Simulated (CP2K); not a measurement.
Band structure of SnSe2 (P-3m1, 3 atoms in the cell).

```
CELL_PARAMETERS angstrom
      3.76391     0.00000     0.00000
     -1.88196     3.25964     0.00000
      0.00000     0.00000     6.35422
ATOMIC_POSITIONS crystal
  Sn 0.00000 0.00000 0.00000
  Se 0.66667 0.33333 0.75710
  Se 0.33333 0.66667 0.24290
```

Computed with PBE, GPW, DZVP-MOLOPT-SR-GTH basis, GTH-PBE potentials (GTH_POTENTIALS) run with CP2K 2026.2.

Settings: CUTOFF = 400 Ry; REL_CUTOFF = 60 Ry; KPOINTS/SCHEME = MONKHORST-PACK 8 8 4; GAMMA_CENTERED = T; XC_FUNCTIONAL = PBE; Sn/BASIS_SET = DZVP-MOLOPT-SR-GTH; Sn/POTENTIAL = GTH-PBE-q4; Se/BASIS_SET = DZVP-MOLOPT-SR-GTH; Se/POTENTIAL = GTH-PBE-q6; METHOD = GPW; EPS_DEFAULT = 1e-10; EXTRAPOLATION = USE_GUESS; NGRIDS = 4; SCF_GUESS = ATOMIC.

The starting cell comes from a database of computed structures (which also holds hypothetical and non-ambient phases and stackings), without a prior relaxation at this level. Its lattice was rescaled by a random factor within 2.5 % of one. Values carry the incompleteness of an atom-centred basis.

Predict the gap along the standard path and the places of the band edges.

The gap along the path is 0.82 eV, from a point between Γ and M to a point between A|L and M|K; the smallest direct gap on it is 1.31 eV.

Levels in eV from the top of the valence band on the SCF mesh, bands 5 to 9:
```csv
point,5,6,7,8,9
Γ,-0.51,-0.25,-0.25,-0.18,1.34
M,-2.83,-2.55,-1.13,-0.31,1.17
K,-3.83,-3.46,-1.40,-1.40,1.61
A,-0.57,-0.57,-0.15,-0.15,2.62
L,-2.43,-2.10,-0.80,-0.58,0.84
H,-4.20,-3.72,-0.50,-0.50,2.52
```

Higher empty bands are left out: an atom-centred basis made for the valence describes them poorly.
